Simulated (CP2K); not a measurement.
**CP2K run on TiO2 (Imm2, 6 atoms in the cell): self-consistent single point**

Method of the run: LDA (Pade form), GPW, DZVP-MOLOPT-SR-GTH basis, GTH-PADE potentials (GTH_POTENTIALS) run with CP2K.

Input as run:

```
&GLOBAL
  PROJECT run
  RUN_TYPE ENERGY_FORCE
  PRINT_LEVEL MEDIUM
&END GLOBAL
&FORCE_EVAL
  METHOD Quickstep
  STRESS_TENSOR ANALYTICAL
  &DFT
    BASIS_SET_FILE_NAME BASIS_MOLOPT
    POTENTIAL_FILE_NAME GTH_POTENTIALS
    &QS
      METHOD GPW
      EPS_DEFAULT 1E-10
    &END QS
    &MGRID
      CUTOFF 600
      REL_CUTOFF 60
      NGRIDS 5
    &END MGRID
    &SCF
      SCF_GUESS ATOMIC
      EPS_SCF 1E-7
      MAX_SCF 100
      ADDED_MOS 9
      &DIAGONALIZATION
        ALGORITHM STANDARD
      &END DIAGONALIZATION
      &MIXING
        METHOD BROYDEN_MIXING
        ALPHA 0.4
        NBUFFER 12
        BETA 1.5
      &END MIXING
      &SMEAR ON
        METHOD FERMI_DIRAC
        ELECTRONIC_TEMPERATURE [K] 232.09
      &END SMEAR
    &END SCF
    &KPOINTS
      SCHEME MONKHORST-PACK 4 4 4
      GAMMA_CENTERED T
    &END KPOINTS
    &XC
      &XC_FUNCTIONAL PADE
      &END XC_FUNCTIONAL
    &END XC
    &PRINT
      &MO
        EIGENVALUES T
        OCCUPATION_NUMBERS T
        NDIGITS 8
        FILENAME mo
        &EACH
          QS_SCF 0
        &END EACH
        ADD_LAST NUMERIC
      &END MO
      &MULLIKEN ON
      &END MULLIKEN
    &END PRINT
  &END DFT
  &SUBSYS
    &CELL
      A 5.42919500 0.00000000 0.00000000
      B 2.81677600 4.64132800 0.00000000
      C -4.12298500 -2.32066400 2.66301800
      PERIODIC XYZ
    &END CELL
    &COORD
      SCALED
      Ti       0.75528400     0.25528400     0.50000000
      Ti       0.00000000     0.00000000     0.00000000
      O        0.54200000     0.04200000     0.50000000
      O        0.79200000     0.79200000     0.00000000
      O        0.20800000     0.20800000     0.00000000
      O        0.95800000     0.45800000     0.50000000
    &END COORD
    &KIND Ti
      BASIS_SET DZVP-MOLOPT-SR-GTH
      POTENTIAL GTH-PADE-q12
    &END KIND
    &KIND O
      BASIS_SET DZVP-MOLOPT-SR-GTH
      POTENTIAL GTH-PADE-q6
    &END KIND
  &END SUBSYS
  &PRINT
    &FORCES ON
    &END FORCES
    &STRESS_TENSOR ON
    &END STRESS_TENSOR
  &END PRINT
&END FORCE_EVAL
```

The program printed (abridged):

```
 GLOBAL| Method name                                                        CP2K
 GLOBAL| Project name                                                        run
 GLOBAL| Run type                                                   ENERGY_FORCE

 CELL| Volume [angstrom^3]:                                            67.104524
 CELL| Vector a [angstrom]:       5.429     0.000     0.000   |a| =     5.429195
 CELL| Vector b [angstrom]:       2.817     4.641     0.000   |b| =     5.429194
 CELL| Vector c [angstrom]:      -4.123    -2.321     2.663   |c| =     5.429194
 CELL| Angle (b,c), alpha [degree]:                                   139.412222
 CELL| Angle (a,c), beta  [degree]:                                   139.412220
 CELL| Angle (a,b), gamma [degree]:                                    58.746851
 CELL| Numerically orthorhombic:                                              NO
 CELL| Periodicity                                                           XYZ

 DFT| Spin restricted Kohn-Sham (RKS) calculation                            RKS
 DFT| Multiplicity                                                             1
 DFT| Number of spin states                                                    1
 DFT| Charge                                                                   0
 DFT| XC density smoothing                                                  NONE
 DFT| XC derivatives                                                          PW

 QS| Method:                                                                 GPW
 QS| Density plane wave grid type                        NON-SPHERICAL FULLSPACE
 QS| Number of grid levels:                                                    5
 QS| Density cutoff [a.u.]:                                                300.0
 QS| Multi grid cutoff [a.u.]: 1) grid level                               300.0
   [... lines left out ...]
 BRILLOUIN| Wavefunction type                                            COMPLEX
 BRILLOUIN| List of Kpoints [2 Pi/Bohr]                                       36
 BRILLOUIN| Number           Weight            X              Y              Z
 BRILLOUIN|     1           0.03125       -0.25000       -0.25000       -0.25000
 BRILLOUIN|     2           0.03125       -0.25000       -0.25000        0.00000
 BRILLOUIN|     3           0.03125       -0.25000       -0.25000        0.25000
   [... 33 lines left out ...]
 *******************************************************************************

 Extrapolation method: initial_guess

 Re-scaling the density matrix to get the right number of electrons
                  # Electrons              Trace(P)               Scaling factor
                           48                48.000                        1.000

 Number of electrons:                                                         48
 Number of occupied orbitals:                                                 24
 Number of molecular orbitals:                                                33

 Number of orbital functions:                                                104
 Number of independent orbital functions:                                    104
 SCF WAVEFUNCTION OPTIMIZATION

  Step     Update method      Time    Convergence         Total energy    Change
     1 NoMix/Diag. 0.40E+00      -     2.01451539      -181.2466973973 -1.81E+02
     2 Broy./Diag. 0.40E+00      -     0.24679777      -178.8933347236  2.35E+00
     3 Broy./Diag. 0.40E+00      -     0.09641177      -181.0972255773 -2.20E+00
     4 Broy./Diag. 0.40E+00      -     0.04077182      -180.9744457740  1.23E-01
     5 Broy./Diag. 0.40E+00      -     0.03952129      -180.6074612746  3.67E-01
     6 Broy./Diag. 0.40E+00      -     0.00641811      -180.7299460703 -1.22E-01
     7 Broy./Diag. 0.40E+00      -     0.00538974      -180.8431387837 -1.13E-01
   [... 8 lines left out ...]
    16 Broy./Diag. 0.40E+00      -     0.00000078      -180.8585001880 -1.91E-05
    17 Broy./Diag. 0.40E+00      -     0.00000061      -180.8585035929 -3.40E-06
    18 Broy./Diag. 0.40E+00      -     0.00000021      -180.8585032453  3.48E-07
    19 Broy./Diag. 0.40E+00      -     0.00000011      -180.8585020278  1.22E-06
    20 Broy./Diag. 0.40E+00      -     0.00000003      -180.8585016495  3.78E-07
  *** SCF run converged in    20 steps ***

  Electronic density on regular grids:        -47.9999999942        0.0000000058
  Core density on regular grids:               47.9999999986       -0.0000000014
  Total charge density on r-space grids:        0.0000000044
  Total charge density g-space grids:           0.0000000044

  Overlap energy of the core charge distribution:               0.00000000000021
  Self energy of the core charge distribution:               -377.84592848869613
  Core Hamiltonian energy:                                    100.78068850498387
  Hartree energy:                                             124.43492576527375
  Exchange-correlation energy:                                -28.22818743109411
  Electronic entropic energy:                                  -0.00000000000000
  Fermi energy:                                                 0.23939159500653

  Total energy:                                              -180.85850164953240
  Total energy (extrapolated to T->0):                       -180.85850164953240

                     Mulliken Population Analysis

 #  Atom  Element  Kind  Atomic population                           Net charge
       1     Ti       1         11.018117                              0.981883
       2     Ti       1         11.017441                              0.982559
       3     O        2          6.496369                             -0.496369
       4     O        2          6.487414                             -0.487414
       5     O        2          6.495671                             -0.495671
       6     O        2          6.484987                             -0.484987
 # Total charge                             48.000000                 -0.000000

 ENERGY| Total FORCE_EVAL ( QS ) energy [hartree]           -180.858501705388932

 FORCES| Atomic forces [hartree/bohr]
 FORCES|   Atom     x               y               z               |f|
 FORCES|      1 -1.47444023E-02 -8.29902475E-03 -1.33435338E-08   1.69195511E-02
 FORCES|      2  7.72619358E-03  4.34875723E-03  6.91191819E-09   8.86598876E-03
 FORCES|      3  1.09127425E-03  6.14194213E-04  3.95092789E-08   1.25224360E-03
 FORCES|      4  2.19291320E-03  1.23434483E-03 -1.34770407E-08   2.51644103E-03
 FORCES|      5  1.46397829E-03  8.24029287E-04 -1.97454338E-08   1.67995735E-03
 FORCES|      6  2.26577374E-03  1.27529584E-03  1.54515440E-10   2.60002118E-03
 FORCES| Sum    -4.26919782E-06 -2.40334778E-06  9.70417972E-12
 FORCES| Total atomic force                                       4.89919694E-06

 STRESS| Analytical stress tensor [bar]
 STRESS|                        x                   y                   z
 STRESS|      x       -2.44269364436E+04   6.85579866180E+03  -1.48683013890E+04
 STRESS|      y        6.85579866180E+03  -3.27479891253E+04   2.64150589136E+04
 STRESS|      z       -1.48683013890E+04   2.64150589136E+04  -3.66070143425E+04
 STRESS| 1/3 Trace                                            -3.12606466371E+04
```

The run converged in 20 iterations.

The starting cell has typed, rounded lattice constants, without a prior relaxation at this level. Its lattice was rescaled by up to half a per cent. One atom was moved a little off its site on purpose. Values carry the incompleteness of an atom-centred basis. With a pressure of about -3 GPa the cell is away from its equilibrium volume at this level.

Cost on one core of a shared machine: roughly 3 min.
